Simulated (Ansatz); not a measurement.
Take GaN in the zinc blende structure (space group F-43m, No. 216; a = 4.4983 Å) as the base.

Method: Ansatz (a quantum-chemistry and plane-wave program) PBEsol, no SOC, earlier PAW set.

One change was made to it. Results:

```json
[
 {"quantity": "lattice parameter a", "base": "8.501 bohr", "after": "8.161 bohr"},
 {"quantity": "valley order (the lowest conduction-band minima on the path, energy above the VBM, named in the base's zone)", "base": "Γ 1.70 eV; X along ⟨100⟩ 3.22 eV", "after": "Γ 2.48 eV; X along ⟨100⟩ 3.24 eV"},
 {"quantity": "electron mass", "base": "0.15 mₑ (at Γ)", "after": "0.21 mₑ (at Γ)"}
]
```

Question: Which of these changes matches the shifts?
A) pressure 1.8 GPa
B) pressure 9 GPa
C) pressure 30 GPa

Answer: C, pressure 30 GPa. For comparison, the valley order in the other runs: pressure 1.8 GPa gives Γ 1.76 eV; X along ⟨100⟩ 3.23 eV; pressure 9 GPa gives Γ 1.98 eV; X along ⟨100⟩ 3.23 eV.

The levels and masses belong to the bands next to the band gap. Load acts through the strain it causes; cell and atoms are relaxed under it. Effective masses come from finite differences of ±0.01 Å⁻¹. Whether these cells are dynamically stable was not tested. Tetrahedral semiconductors of this kind turn to denser phases somewhere between about 1 and 50 GPa; those were not computed, so compressed cells here can lie past the real transition. This is not the structure that GaN has at room temperature and ambient pressure.
